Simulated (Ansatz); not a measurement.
The reference is MgO in the rock salt structure (space group Fm-3m, No. 225).

```
MgO
1.0
    0.00000     2.10705     2.10705
    2.10705     0.00000     2.10705
    2.10705     2.10705     0.00000
Mg O
1 1
Direct
  0.00000   0.00000   0.00000
  0.50000   0.50000   0.50000
```

Cartesian axes are those of the cell as printed.

Level of theory: PBEsol (Ansatz, a program for electronic structure; PAW; 420 eV plane waves; no spin-orbit coupling).

For the base:

The band gap comes out as 4.62 eV and the electron mass comes out as 0.34 mₑ (at Γ).

The change: biaxial strain +2.00 %, plane normal [001], relaxed out of plane (Cartesian); in-plane vectors clamped, the third vector and the atoms free.

Task: How does this affect the band gap?

Result: The band gap decreases by 0.29 eV (4.62 eV → 4.33 eV).

Task: How does this affect the energy relative to the base?

Result: The energy rises by 7.1 meV/atom.

Task: Predict the new electron mass.

Result: The electron mass goes from 0.34 mₑ (at Γ) to 0.35 mₑ out of plane, 0.32 mₑ in plane (at Γ).

Effective masses come from finite differences of ±0.01 Å⁻¹. Stability against distortions was not tested.
